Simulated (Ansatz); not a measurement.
Base system: NaCl in the rock salt structure (space group Fm-3m, No. 225).

```
NaCl
1.0
    0.00000     2.80073     2.80073
    2.80073     0.00000     2.80073
    2.80073     2.80073     0.00000
Na Cl
1 1
Direct
  0.00000   0.00000   0.00000
  0.50000   0.50000   0.50000
```

Cartesian axes are those of the cell as printed.

Computed with PBEsol (Ansatz, a quantum-chemistry and plane-wave program, PAW, scalar-relativistic without spin-orbit coupling).

Strains are applied to the cell and any free atomic positions relax; under biaxial strain the out-of-plane vector relaxes too.

One change was made to it. Results:

```json
[
 {"quantity": "valence-band top at Γ (three highest levels, from the VBM)", "base": "0.00, 0.00, 0.00 eV", "after": "0.00, 0.00, -0.03 eV"},
 {"quantity": "volume per atom", "base": "21.97 Å³", "after": "21.87 Å³"},
 {"quantity": "band gap", "base": "5.01 eV", "after": "5.02 eV"},
 {"quantity": "pressure (mean of the normal stresses, compression positive)", "base": "0.01 GPa", "after": "0.13 GPa"}
]
```

Problem. What was done to the base?
A) biaxial strain +0.42 %, plane normal [111], relaxed out of plane
B) biaxial strain −0.42 %, plane normal [111], relaxed out of plane
C) biaxial strain +1.67 %, plane normal [111], relaxed out of plane
D) biaxial strain −1.67 %, plane normal [111], relaxed out of plane

Solution. B, biaxial strain −0.42 %, plane normal [111], relaxed out of plane. For comparison, the valence-band top at Γ in the other runs: biaxial strain +0.42 %, plane normal [111], relaxed out of plane gives 0.00, -0.03, -0.03 eV; biaxial strain −1.67 %, plane normal [111], relaxed out of plane gives 0.00, 0.00, -0.13 eV; biaxial strain +1.67 %, plane normal [111], relaxed out of plane gives 0.00, -0.11, -0.11 eV.

Whether these cells are dynamically stable was not tested.
